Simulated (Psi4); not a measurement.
Psi4 1.11, B3LYP/def2-svp: Si(Cl)(F)2(NHtBu) (CC(C)(C)N[Si](F)(F)Cl), 19 atoms. The geometry is a generated start, not checked to be a minimum at this level.

```
Property                             Result
--------------------------  ---------------
task                                 energy
method                                b3lyp
basis                              def2-svp
memory                                 3 GB
maxiter                                 100
keys of the molecule block      symmetry c1
scf_type                       df (default)
e_convergence               1e-06 (default)
d_convergence               1e-06 (default)
dft_radial_points              75 (default)
dft_spherical_points          302 (default)
basis functions                         184
grid points                          397340
```

```xyz
19

C     -0.5981    -1.1833    -1.0488
C     -0.4914    -0.1061     0.0365
C     -1.5983    -0.2968     1.0753
C     -0.5983     1.2824    -0.5878
N      0.7893    -0.2173     0.7334
Si     2.3170     0.3460     0.2675
F      3.3142    -0.1787     1.4024
F      2.4243     1.9328     0.4150
Cl     3.0228    -0.1185    -1.5366
H     -1.5648    -1.1278    -1.5422
H      0.1824    -1.0449    -1.7926
H     -0.4869    -2.1737    -0.6125
H     -1.4879     0.4302     1.8762
H     -1.5540    -1.2966     1.5033
H     -2.5745    -0.1643     0.6167
H      0.1605     1.4176    -1.3546
H     -0.4574     2.0451     0.1735
H     -1.5762     1.4140    -1.0431
H      0.7771    -0.9599     1.4183
```

With the defaults (diis = true, scf_initial_accelerator = adiis, damping_percentage = 0, guess = auto, which took SAD, diis_max_vecs = 10, level_shift = 0, level_shift_cutoff = 0.01) it converges in 9 SCF iterations. One run each on 2 threads, with these changes:
- guess = gwh
- diis = false, scf_initial_accelerator = none, damping_percentage = 60
- scf_initial_accelerator = none
- level_shift = 0.1, level_shift_cutoff = 0.001
- guess = core
- diis_max_vecs = 6
- scf_initial_accelerator = ediis
- guess = modhuckel
- guess = sapgau

Task: Which of these changes keep the SCF from converging, or lead it to another solution?

Result: No convergence: diis = false, scf_initial_accelerator = none, damping_percentage = 60 (the run ends without SCF convergence in 100 iterations). The rest reach the solution of the defaults.

```csv
setting,SCF iterations,end
the defaults,9,same solution
scf_initial_accelerator = ediis,9,same solution
diis_max_vecs = 6,9,same solution
scf_initial_accelerator = none,9,same solution
"level_shift = 0.1, level_shift_cutoff = 0.001",9,same solution
guess = modhuckel,10,same solution
guess = sapgau,10,same solution
guess = core,16,same solution
guess = gwh,16,same solution
"diis = false, scf_initial_accelerator = none, damping_percentage = 60",100,no convergence
```
